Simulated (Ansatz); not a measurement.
A self-consistent single point of TaCuS2 (P6_3mc, 8 atoms in the cell) with Ansatz (an electronic-structure program).

Method of the run: PBEsol, PAW files made with PBE (plane waves; Ansatz).

The change in words: lattice scaled by 0.98. Reference geometry:
```yaml
crystal:
  lattice:
    - [3.37109, 0.00000, 0.00000]
    - [-1.68555, 2.91945, 0.00000]
    - [0.00000, 0.00000, 13.33130]
  atoms:
    - { symbol: Ta, position: [0.66667, 0.33333, 0.74602] }
    - { symbol: Ta, position: [0.33333, 0.66667, 0.24602] }
    - { symbol: Cu, position: [0.66667, 0.33333, 0.96382] }
    - { symbol: Cu, position: [0.33333, 0.66667, 0.46382] }
    - { symbol: S, position: [0.66667, 0.33333, 0.36637] }
    - { symbol: S, position: [0.33333, 0.66667, 0.86637] }
    - { symbol: S, position: [0.33333, 0.66667, 0.62979] }
    - { symbol: S, position: [0.66667, 0.33333, 0.12979] }
```

Reference input (self-consistent single point, DFT, PBEsol, plane waves, PAW files made with PBE): basis.ecutwfc = 420 eV; kpoints.mp_grid.grid = 8 8 2; hamiltonian.xc = pbesol; hamiltonian.pseudopotentials = {kind: paw} (the program's default PAW files); scf.occupations.method = fermi_dirac; scf.occupations.width = 0.1 eV. This run's input differs from it in these lines:

Ansatz 0.2 input:
```diff
@@ -2,14 +2,14 @@
   lattice:
-    - [3.371090, 0.000000, 0.000000]
-    - [-1.685545, 2.919450, 0.000000]
-    - [0.000000, 0.000000, 13.331300]
+    - [3.303668, 0.000000, 0.000000]
+    - [-1.651834, 2.861061, 0.000000]
+    - [0.000000, 0.000000, 13.064674]
   atoms:
-    - { symbol: Ta, position_ang: [1.685547, 0.973149, 9.945416] }
-    - { symbol: Ta, position_ang: [-0.000002, 1.946301, 3.279766] }
-    - { symbol: Cu, position_ang: [1.685547, 0.973149, 12.848974] }
-    - { symbol: Cu, position_ang: [-0.000002, 1.946301, 6.183324] }
-    - { symbol: S, position_ang: [1.685547, 0.973149, 4.884188] }
-    - { symbol: S, position_ang: [-0.000002, 1.946301, 11.549838] }
-    - { symbol: S, position_ang: [-0.000002, 1.946301, 8.395919] }
-    - { symbol: S, position_ang: [1.685547, 0.973149, 1.730269] }
+    - { symbol: Ta, position_ang: [1.651836, 0.953686, 9.746508] }
+    - { symbol: Ta, position_ang: [-0.000002, 1.907375, 3.214171] }
+    - { symbol: Cu, position_ang: [1.651836, 0.953686, 12.591994] }
+    - { symbol: Cu, position_ang: [-0.000002, 1.907375, 6.059657] }
+    - { symbol: S, position_ang: [1.651836, 0.953686, 4.786505] }
+    - { symbol: S, position_ang: [-0.000002, 1.907375, 11.318842] }
+    - { symbol: S, position_ang: [-0.000002, 1.907375, 8.228001] }
+    - { symbol: S, position_ang: [1.651836, 0.953686, 1.695664] }
 basis:
```

Output (repeated stretches shortened):

```
SCF iter   1: F=—  HF=-36346.616632 eV  |F-HF|=—  |Δ(HF+E_count)|=         —  Δρ=2.87e-1  dr2=1.39e2  ethr=3.10e-3  ⟨swp⟩=8.3  Hψ=4556  notcnv=0
all-band conjugate gradients solve this SCF's bands
preconditioner: auto → Kerker (q_TF=auto, 2.579 Å⁻¹)
SCF iter   2: F=—  HF=-36342.729362 eV  |F-HF|=—  |Δ(HF+E_count)|=    3.89e0  Δρ=1.43e-1  dr2=4.56e1  ethr=3.10e-3  ⟨swp⟩=3.0  Hψ=1685  notcnv=0
   [... lines left out ...]
SCF iter  12: F=—  HF=-36338.821317 eV  |F-HF|=—  |Δ(HF+E_count)|=   5.80e-7  Δρ=6.01e-6  dr2=1.02e-7  ethr=4.41e-9  ⟨swp⟩=2.1  Hψ=1545  notcnv=0
SCF iter  13: F=-36338.821317 eV  HF=-36338.821317 eV  |F-HF|=4.12e-9  |Δ(HF+E_count)|=   1.28e-8  Δρ=1.77e-6  dr2=7.28e-9  ethr=1.14e-10  ⟨swp⟩=8.7  Hψ=4930  notcnv=0
the last iteration of the SCF fills more bands at one k-point than at another …
SCF 1 converged in 13 iterations: F = -36338.821317 eV  dr2 = 7.28e-9
Free energy (F): -36338.821317 eV
Internal energy: -36338.809323 eV  (E = F + TS)
E sigma→0 (E₀):  -36338.815320 eV
Entropy (-TS):   -0.011994 eV (-1.499 meV/atom)
Fermi energy:    14.331853 eV
--- Forces (eV/Å), atoms counted from 1 ---
  atom   1  Ta     0.00000000     0.00000000     0.01657927
  atom   2  Ta     0.00000000    -0.00000000     0.01657927
  atom   3  Cu     0.00000000    -0.00000000     0.02044939
  atom   4  Cu     0.00000000     0.00000000     0.02044939
  atom   5  S      0.00000000     0.00000000     0.34282043
  atom   6  S     -0.00000000     0.00000000     0.34282043
  atom   7  S      0.00000000     0.00000000    -0.37983238
  atom   8  S     -0.00000000    -0.00000000    -0.37983238
--- Stress (GPa, compression-positive) ---
        3.489450       0.000000       0.000000
        0.000000       3.489450       0.000000
        0.000000       0.000000       4.756629
  P = ⅓ Tr σ = 3.9118 GPa (39.118 kbar)
  The stress holds the Pulay correction. Without it, at fixed plane waves, as pw.x and ABINIT print it: P = 3.8400 GPa
```

The run converged in 13 iterations. Against the reference run the free energy drops by 6.0 meV/atom, the pressure goes from -5.39 to 3.91 GPa and the largest force goes from 0.145 to 0.380 eV/Å.

The starting cell comes from a database of computed structures (which also holds hypothetical and non-ambient phases and stackings), without a prior relaxation at this level. For this run, on top of that: lattice scaled by 0.98. Spin polarisation is off. With a pressure of about 4 GPa the cell is away from its equilibrium volume at this level. Ansatz's pressure includes its estimate of the finite-basis (Pulay) stress.
